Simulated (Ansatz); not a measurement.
Where the default PAW files enter, the runs use the earlier of Ansatz's two default sets.

By LDA, the system below comes out a metal.

Without scattering a metal conducts by its projected Fermi surface.

```xyz
6
Lattice="3.5302 0.0000 0.0000 0.0000 3.5652 0.0000 1.7651 0.0000 6.7593" Properties=species:S:1:pos:R:3 pbc="T T T"
Ti     3.5302     2.6739     1.3940
Ti     1.7651     0.8913     5.3652
Si     3.5302     2.6739     5.9718
Si     1.7651     0.8913     0.7875
Si     1.7651     2.6739     3.3838
Si     3.5302     0.8913     3.3754
```

Space group of this cell: Cmcm. The cell is taken as given; by LDA its mean pressure is -5.4 GPa.

The current flows along the normal of the first two printed cell vectors. No spin-orbit coupling; the value is a mean over 0.1 eV about the Fermi level.

Task: Compute, with LDA (Ansatz, a quantum-chemistry and plane-wave program), the ballistic conductance per area.

Result: 0.22 × 10¹⁵ S/m² for both spins.
